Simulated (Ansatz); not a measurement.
Consider O vacancy in ceria, charge state +2. All values below come from PBE, PAW (plane waves to 420 eV; Ansatz, a first-principles code).

96-site cell at the relaxed PBE lattice, one k-point at (0.250, 0.250, 0.250), smearing 0.01 eV, spin-restricted, no finite-size correction. Static, classical nuclei. Spin-orbit coupling is left out. The charge state is imposed; whether it is stable for some Fermi level was not computed. Forms of the defect that were not tried may lie lower.

Barriers: single points on a 2×2×2 k-point mesh shifted by half a step at the bands' geometries.

The step: one O atom jumps into the vacancy from a nearby O site. Atoms about the jump, Cartesian Å from the middle of the jump, before and after:

```json
[
 {"atom": "O1", "x0": "0.00", "y0": "1.16", "z0": "0.00", "x1": "0.00", "y1": "-1.16", "z1": "0.00"},
 {"atom": "Ce2", "x0": "1.46", "y0": "0.09", "z0": "-1.46", "x1": "1.46", "y1": "-0.09", "z1": "-1.46"},
 {"atom": "Ce3", "x0": "-1.46", "y0": "0.09", "z0": "1.46", "x1": "-1.46", "y1": "-0.09", "z1": "1.46"},
 {"atom": "O4", "x0": "0.00", "y0": "-1.37", "z0": "2.53", "x1": "-0.03", "y1": "-1.39", "z1": "2.75"},
 {"atom": "O5", "x0": "2.53", "y0": "-1.37", "z0": "0.00", "x1": "2.75", "y1": "-1.39", "z1": "-0.03"},
 {"atom": "O6", "x0": "-0.03", "y0": "1.39", "z0": "2.75", "x1": "0.00", "y1": "1.37", "z1": "2.53"},
 {"atom": "O7", "x0": "2.75", "y0": "1.39", "z0": "-0.03", "x1": "2.53", "y1": "1.37", "z1": "0.00"},
 {"atom": "O8", "x0": "-2.53", "y0": "-1.37", "z0": "0.00", "x1": "-2.75", "y1": "-1.39", "z1": "0.03"},
 {"atom": "O9", "x0": "0.00", "y0": "-1.37", "z0": "-2.53", "x1": "0.03", "y1": "-1.39", "z1": "-2.75"},
 {"atom": "O10", "x0": "0.03", "y0": "1.39", "z0": "-2.75", "x1": "0.00", "y1": "1.37", "z1": "-2.53"},
 {"atom": "O11", "x0": "-2.75", "y0": "1.39", "z0": "0.03", "x1": "-2.53", "y1": "1.37", "z1": "0.00"}
]
```

**Question.** Give the saddle-point geometry and the barrier.

**Answer.** 
```tsv
atom	x	y	z
O1	0.00	0.00	0.01
Ce2	1.49	0.00	-1.49
Ce3	-1.50	0.00	1.50
O4	-0.03	-1.41	2.67
O5	2.67	-1.41	-0.02
O6	-0.03	1.41	2.68
O7	2.66	1.41	-0.02
O8	-2.67	-1.41	0.03
O9	0.01	-1.41	-2.66
O10	0.02	1.41	-2.66
O11	-2.68	1.41	0.02
```
It lies 0.45 eV above the start and 0.45 eV above the end. The program found a first-order saddle point.
